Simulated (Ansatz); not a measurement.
System: N vacancy in wurtzite AlN (charge state +3). The step: a nearby N atom hops onto the vacant site; the atom moves 3.12 Å along (0.00, 1.00, 0.00) of the unit cell; the moving atom starts with neighbours Al at 1.82, 2 Al at 1.91, Al at 1.94 Å and ends with Al at 1.82, 2 Al at 1.91, Al at 1.94 Å. A PBE band in Ansatz (plane-wave PAW, the Γ point alone, 72 host sites, 61 SCF runs with any check of the saddle's order, static, no finite-size correction) gives a forward barrier of 2.92 eV. The program found a first-order saddle point. The charge state is imposed; whether it is stable for some Fermi level was not computed. Forms of the defect that were not tried may lie lower.

Single points at the band's start and saddle point can refine it. Rough cost of one point, in units of the band's mean SCF on the same machine:

```
Level                                                     Cost of one point
--------------------------------------------------------  -----------------
PBE, a 2×2×2 k-point mesh shifted by half a step along c            about 6
r2SCAN at 500 eV, the Γ point alone                                 about 4
```

### Question
Which of these move the barrier by more than 0.1 eV, and how far does each move it?

### Answer
PBE, a 2×2×2 k-point mesh shifted by half a step along c: +0.12 eV; r2SCAN at 500 eV, the Γ point alone: +0.42 eV. Each functional is compared with PBE at the same k-points.

Ansatz is a quantum-chemistry and plane-wave program.
